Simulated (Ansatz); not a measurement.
The reference is Au in the hcp (Mg type) structure (space group P6_3/mmc, No. 194; a = 2.8621 Å, c = 4.8024 Å).

Method: plane-wave PAW DFT at the PBEsol level (Ansatz, a quantum-chemistry and plane-wave program, 420 eV), no SOC.

One change was made to it. Results:

```json
[
 {"quantity": "lattice parameter a", "base": "2.862 Å", "after": "2.861 Å"},
 {"quantity": "band gap", "base": "zero", "after": "zero"}
]
```

Problem. Which change produced these results?
A) pressure 0.3 GPa
B) pressure 7.5 GPa
C) pressure 5 GPa
D) pressure −2 GPa

Solution. A, pressure 0.3 GPa. For comparison, the lattice parameter a in the other runs: pressure 7.5 GPa gives 2.828 Å; pressure 5 GPa gives 2.839 Å; pressure −2 GPa gives 2.873 Å.

Load acts through the strain it causes; cell and atoms are relaxed under it. Stability against distortions was not tested. No other phases were tried under pressure. The base started in Cmcm and relaxed to P6_3/mmc at this level. This is not the structure that Au has at room temperature and ambient pressure.
